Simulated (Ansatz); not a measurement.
Base system: Nb₂BS (space group P6_3/mmc, No. 194; a = 3.327 Å, c = 11.509 Å; a cell from a computed database, its experimental status unchecked).

Computed with PBEsol (Ansatz, a first-principles code, PAW, without spin-orbit coupling).

Before the change:

```
Quantity    Value
--------  -------
Pressure  0.0 GPa
Band gap     zero
```

One thing is altered: the cell is scaled by 1.0310 in all directions; the atoms relax in the strained cell.

Estimate the effect on the pressure.

The pressure (mean of the normal stresses, compression positive) goes from zero to -15.1 GPa.

What does the calculation give for the largest internal atomic displacement after the change?

The largest internal atomic displacement comes out as 0.032 Å.

Predict the new energy relative to the base.

The energy increases by 68 meV/atom.

How does this affect the band gap?

The band gap stays zero.

Stability against distortions was not tested. The final runs are not spin-polarised.
